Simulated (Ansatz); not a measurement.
The parent structure is Hf in the hcp (Mg type) structure (space group P6_3/mmc, No. 194; a = 3.1581 Å, c = 5.0045 Å; relaxed with 0.1 eV smearing). Axes: x lies along a and z along c of the hexagonal cell.

Calculations: Ansatz (a quantum-chemistry and plane-wave program) PBEsol, no SOC.

Before the change:

| Item | Result |
|---|---|
| Pressure | 0.0 GPa |

One thing is altered: uniaxial strain ε_xx = −1.00 %, all other strain components held at zero; the atoms relax in the strained cell.

Question: Predict the new energy relative to the base.

Answer: The energy rises by 1.3 meV/atom.

Question: What does the calculation give for the pressure after the change?

Answer: The pressure (mean of the normal stresses, compression positive) goes from zero to 1.1 GPa.

No phonon test of stability was made. All final runs are without spin polarisation.
